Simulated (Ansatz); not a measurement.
## Effect of Al → Na on AlRu

Start from AlRu in the CsCl type structure (space group Pm-3m, No. 221; a = 2.976 Å).

One thing is altered: full substitution Al → Na, then cell and atoms are relaxed.

The values are results of Kohn–Sham DFT with the PBEsol functional, run in Ansatz (a first-principles code) with PAW and 420 eV plane waves, no SOC, not measurements. k-mesh 15×15×15 (Γ-centred); smearing 0.05 eV (Fermi–Dirac), for the changed cell.

| quantity | base | changed | shift |
|---|---|---|---|
| volume per atom | 13.18 Å³ | 16.23 Å³ | +3.05 Å³ |
| density | 8.06 g/cm³ | 6.35 g/cm³ | -1.719 g/cm³ |
| lattice parameter a | 2.976 Å | 3.190 Å | +0.214 Å |
| space group | Pm-3m (No. 221) | Pm-3m (No. 221) | – |
| shortest interatomic distance | 2.578 Å | 2.763 Å | +0.185 Å |
| band gap | zero | zero | – |

No phonon test of stability was made. As relaxed here, NaRu is a hypothetical phase, not in the database extracts checked. The final runs are not spin-polarised. An odd electron count without spin: NaRu and AlRu. NaRu has a high density of states at the Fermi level and may be magnetic at this level.
